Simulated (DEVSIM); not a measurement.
System: abrupt Si p-n junction, at 250 K.

Layer 1 from the left is Si, thickness (μm) 0.170, Na (cm⁻³) 9.4e18, τn (s) 3.2e-7, τp (s) 3.2e-7. Layer 2 from the left is Si, thickness (μm) 96.0, Nd (cm⁻³) 5.3e14, τn (s) 3.2e-7, τp (s) 3.2e-7.

Left contact: ohmic. Right contact: ohmic. Voltage is applied to the left contact. Recombination: SRH at mid-gap. Mobility is μmin + (μ − μmin)/(1 + (N/Nref)^α).

This is a model device: material constants are rounded textbook-type values typed into the input, and sizes, dopings and lifetimes were drawn at random. Values at 300 K; Nc and Nv go as T^1.5, mobilities as T to minus their exponent, the gap by Varshni's rule with the affinity fixed.

Si: gap (eV) 1.124, affinity (eV) 4.05, permittivity 11.7, Nc (cm⁻³) 2.86e19, Nv (cm⁻³) 3.1e19, μn (cm²/Vs) 1417, μp (cm²/Vs) 470, μn,min 52, μp,min 45, Nref,n 9.7e16, Nref,p 2.2e17, αn 0.68, αp 0.72, T exponent of μn 2.3, T exponent of μp 2.2, Varshni α (eV/K) 0.000473, Varshni β (K) 636.

Model (solved in DEVSIM): 1D drift-diffusion, Boltzmann statistics, complete ionisation; no tunnelling, impact ionisation, image-force lowering or self-heating.

Dark forward current:

```tsv
|V| (V)	|J| (A/cm²)
0.05	4.769e-10
0.10	1.964e-9
0.15	6.935e-9
0.20	2.385e-8
0.25	8.250e-8
0.30	2.939e-7
0.35	1.125e-6
0.40	5.008e-6
0.45	2.838e-5
0.50	0.0002078
0.55	0.001804
0.60	0.01632
0.65	0.1167
0.70	0.4770
0.75	1.314
0.80	3.063
0.85	6.591
0.90	13.35
0.95	25.50
1.00	45.73
1.05	76.71
1.10	120.4
1.15	177.5
1.20	248.1
1.25	331.3
1.30	425.6
```

### Question
Work out the local ideality factor n = ΔV / (kT/q · ln(J2/J1)) between the rows 0.10 and 0.15 V, 0.55 and 0.60 V, 1.25 and 1.30 V.

### Answer
kT/q = 21.54 mV. From 0.10 to 0.15 V: ln(6.935e-9/1.964e-9) = 1.262, n = 1.84. From 0.55 to 0.60 V: ln(0.01632/0.001804) = 2.202, n = 1.05, near the 1 of diffusion or emission over a barrier. From 1.25 to 1.30 V: ln(425.6/331.3) = 0.250, n = 9.27.

### Question
Estimate the current at 0.55 V from the Shockley equation with J0 = Σ q ni² D/(N L) coth(W/L), τ joining the SRH, radiative and Auger lifetimes that are on, and W taken as the whole layer.

### Answer
ni² = 6.36e15 cm⁻⁶; electrons in the p layer: μ = 168 cm²/Vs, D = 3.61 cm²/s, τ = 3.20e-7 s, L = 10.8 μm, W/L = 0.016, term 2.30e-17 A/cm²; holes in the n layer: μ = 694 cm²/Vs, D = 14.9 cm²/s, τ = 3.20e-7 s, L = 21.9 μm, W/L = 4.4, term 1.31e-14 A/cm². J0 = 1.32e-14 A/cm², and J = J0 exp(qV/kT) = 0.00162 A/cm². The simulation gives 0.00180 A/cm²; the estimate lies 10 % below. The estimate leaves out recombination in the depletion region and that region's share of W.
